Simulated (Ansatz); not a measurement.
Base system: SnSe₂ in the rutile structure (space group P4_2/mnm, No. 136; a = 6.4817 Å, c = 3.9726 Å; a hypothetical phase, not in the database extracts checked).

Structures relaxed with plane-wave PAW DFT at the r2SCAN level (Ansatz, a program for electronic structure, 500 eV), no SOC.

Base:

Simulated powder pattern, Cu Kα, λ = 1.54184 Å (kinematic, ideal powder, no thermal factors, no anomalous dispersion; the 8 strongest lines at most, above 2 %, up to 2θ = 90°):

```csv
2θ (°),I/Imax (%),hkl
19.37,100,(110)
29.76,71,(111)
30.85,31,(210)
38.44,93,(211)
39.32,37,(220)
45.67,21,(002)
47.93,63,(301)
84.02,21,(521)
```

Perturbation: full substitution Sn → Tl, then cell and atoms are relaxed.

**Question.** How do the reflections move or split?

**Answer.** 
Simulated powder pattern, Cu Kα, λ = 1.54184 Å (kinematic, ideal powder, no thermal factors, no anomalous dispersion; the 8 strongest lines at most, above 2 %, up to 2θ = 90°):

| 2θ (°) | d (Å) | I/Imax (%) | hkl |
|---|---|---|---|
| 18.19 | 4.876 | 100 | (110) |
| 26.22 | 3.399 | 35 | (101) |
| 29.29 | 3.049 | 25 | (111) |
| 36.86 | 2.438 | 30 | (220) |
| 37.14 | 2.421 | 84 | (211) |
| 45.80 | 1.981 | 46 | (301) |
| 50.32 | 1.813 | 15 | (112) |
| 78.62 | 1.217 | 16 | (521) |

The indices refer to each structure's own conventional cell; one index is shown for lines that coincide.

No phonon test of stability was made. As relaxed here, TlSe2 is a hypothetical phase, not in the database extracts checked. All final runs are without spin polarisation.
